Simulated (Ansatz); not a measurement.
The structure below was relaxed with PBE/PAW in Ansatz (a quantum-chemistry and plane-wave program), no spin-orbit coupling, at pressure 10 GPa.

Space group Fm-3m (No. 225); a = b = c = 6.1116 Å, α = β = γ = 90.00°

| atom | site | symmetry | x | y | z |
|---|---|---|---|---|---|
| Ge | 4a | m-3m | 0.0000 | 0.0000 | 0.0000 |
| Mg | 8c | -43m | 0.2500 | 0.2500 | 0.2500 |

Question: Write out a cell with all atoms.

Answer: 
```xyz
12
Lattice="6.1116 0.0000 0.0000 0.0000 6.1116 0.0000 0.0000 0.0000 6.1116" Properties=species:S:1:pos:R:3 pbc="T T T"
Ge     0.0000     0.0000     0.0000
Mg     1.5279     4.5837     4.5837
Mg     1.5279     1.5279     4.5837
Ge     0.0000     3.0558     3.0558
Mg     1.5279     1.5279     1.5279
Mg     1.5279     4.5837     1.5279
Ge     3.0558     0.0000     3.0558
Mg     4.5837     4.5837     1.5279
Mg     4.5837     1.5279     1.5279
Ge     3.0558     3.0558     0.0000
Mg     4.5837     1.5279     4.5837
Mg     4.5837     4.5837     4.5837
```
This is the conventional cell.

Load acts through the strain it causes; cell and atoms are relaxed under it. Stability against distortions was not tested. No other phases were tried under pressure. All final runs are without spin polarisation. The cell was made from Mg2Ge in the anti-fluorite structure (space group Fm-3m, No. 225) by this change: pressure 10 GPa.
